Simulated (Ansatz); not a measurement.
Start from NbAs (space group I4_1md, No. 109; relaxed with 0.1 eV smearing).

```
NbAs
1.0
   -1.73693     1.73693     5.87465
    1.73693    -1.73693     5.87465
    1.73693     1.73693    -5.87465
Nb As
2 2
Direct
  0.99889   0.99889   0.00000
  0.74889   0.24889   0.50000
  0.41711   0.41711   0.00000
  0.16711   0.66711   0.50000
```

Cartesian axes are those of the cell as printed.

Method: DFT with PBE, PAW potentials and a 420 eV plane-wave cutoff in Ansatz (a first-principles code), spin-orbit coupling left out.

Perturbation: uniaxial strain ε_zz = −1.40 %, all other strain components held at zero, atoms relaxed at fixed cell.

Task: Predict the stress tensor and what it implies for the stiffness.

Result: Stress of the strained cell less that of the base (GPa, compression positive):
```
    1.6     0.0     0.0
    0.0     1.6     0.0
    0.0     0.0     3.2
```

Then −Δσ_ii/ε with ε = -0.0140 gives secant stiffness values (nonlinear terms included at this strain): C33 ≈ 229 GPa, C13 ≈ 113 GPa and C23 ≈ 113 GPa.

No phonon test of stability was made. All final runs are without spin polarisation.
